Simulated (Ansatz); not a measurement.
The parent structure is CdS in the wurtzite structure (space group P6_3mc, No. 186).

```yaml
crystal:
  lattice:
    - [4.07411, 0.00000, 0.00000]
    - [-2.03706, 3.52828, 0.00000]
    - [0.00000, 0.00000, 6.63675]
  atoms:
    - { symbol: Cd, position: [0.33333, 0.66667, 0.00038] }
    - { symbol: Cd, position: [0.66667, 0.33333, 0.50038] }
    - { symbol: S, position: [0.33333, 0.66667, 0.37662] }
    - { symbol: S, position: [0.66667, 0.33333, 0.87662] }
```

Cartesian axes are those of the cell as printed.

The values are results of LDA (Ansatz, a quantum-chemistry and plane-wave program, PAW, scalar-relativistic without spin-orbit coupling), not measurements.

For the base:

The electron mass is 0.11 mₑ along c, 0.11 mₑ across (at Γ) and the gap character comes out as direct at Γ.

Modification: uniaxial strain ε_xx = −0.60 %, all other strain components held at zero; the atoms relax in the strained cell.

### Question
What happens to the electron mass, stress and gap character?

### Answer
The electron mass changes from 0.11 mₑ along c, 0.11 mₑ across (at Γ) to 0.11 mₑ along z, 0.12 mₑ across (at Γ); the stress (xx, yy, zz, yz, xz, xy; compression positive) amounts to (0.56, 0.35, 0.32, 0.00, 0.00, 0.00) GPa; the gap character remains direct at Γ.

Masses are band curvatures over ±0.01 Å⁻¹ around the edge. No phonon test of stability was made. Labels are those of the standard path for the cell's own space group.
